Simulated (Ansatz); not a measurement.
Here is the system:

End structure of a constructed model of the (100) surface of fcc Al, a layer of Zn in place of the second plane (bottom of the slab: a bare face, its two planes held):

```xyz
6
Lattice="2.8581 0.0000 0.0000 0.0000 2.8581 0.0000 0.0000 0.0000 26.5000" Properties=species:S:1:pos:R:3 pbc="T T T"
Al     1.4290     1.4290     8.1916
Al     0.0000     0.0000    10.2125
Al     1.4290     1.4290    12.2384
Al     0.0000     0.0000    14.2660
Zn     1.4290     1.4290    16.2183
Al     0.0000     0.0000    18.2219
```

Model: 6-atom slab, 10.1 Å thick at the start (thin: gaps and levels are the slab's own), 13x13x1 mesh, Fermi-Dirac 0.1 eV, dipole correction, 2 atoms held, the rest relaxed; start symmetry kept, larger cells not searched; no spin, no spin-orbit, no U. It is one candidate, not shown to be the stable structure of the face.

What is the computed work function of the top face (PBE (Ansatz, a first-principles code))?

4.44 eV
